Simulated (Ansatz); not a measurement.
## Response to strain in Ru

Start from Ru in the hcp (Mg type) structure (space group P6_3/mmc, No. 194; a = 2.705 Å, c = 4.260 Å). Axes: x lies along a and z along c of the hexagonal cell.

Strains are applied to the cell and any free atomic positions relax; under biaxial strain the out-of-plane vector relaxes too.

Calculations: Ansatz (a first-principles code), r2SCAN, PAW, cutoff 500 eV, no spin-orbit coupling.

Notes on the quantities. pressure: mean of the normal stresses, compression positive.

| variant | pressure | shortest interatomic distance | space group |
|---|---|---|---|
| base | 0.0 GPa | 4.991 bohr | P6_3/mmc (No. 194) |
| biaxial strain −2.62 %, plane normal [001], relaxed out of plane | [?] | 4.977 bohr | P6_3/mmc (No. 194) |
| biaxial strain −1.87 %, plane normal [001], relaxed out of plane | [?] | 4.992 bohr | P6_3/mmc (No. 194) |
| biaxial strain −0.83 %, plane normal [001], relaxed out of plane | 4.1 GPa | 4.991 bohr | P6_3/mmc (No. 194) |
| biaxial strain −0.55 %, plane normal [001], relaxed out of plane | 2.7 GPa | 4.991 bohr | P6_3/mmc (No. 194) |
| biaxial strain +0.54 %, plane normal [001], relaxed out of plane | -2.5 GPa | 4.991 bohr | P6_3/mmc (No. 194) |
| isotropic strain −0.73 % | [?] | 4.954 bohr | P6_3/mmc (No. 194) |
| uniaxial strain ε_xx = +5.47 % | [?] | 5.008 bohr | Cmcm (No. 63) |
| uniaxial strain ε_yy = +1.08 % | -3.4 GPa | 4.998 bohr | Cmcm (No. 63) |
| tensor shear ε_xy = +2.26 % | 0.6 GPa | 4.972 bohr | P2_1/m (No. 11) |

Problem. Some entries are withheld; estimate them.

Solution. 
- biaxial strain −2.62 %, plane normal [001], relaxed out of plane, pressure: 14.4 GPa
- biaxial strain −1.87 %, plane normal [001], relaxed out of plane, pressure: 9.8 GPa
- isotropic strain −0.73 %, pressure: 7.8 GPa
- uniaxial strain ε_xx = +5.47 %, pressure: -14.7 GPa

Without a gap, meshes like the base's 20×20×11 leave anisotropic stresses uncertain by several tenths of a GPa, and small strain energies with them. Whether these cells are dynamically stable was not tested. The final runs are not spin-polarised.
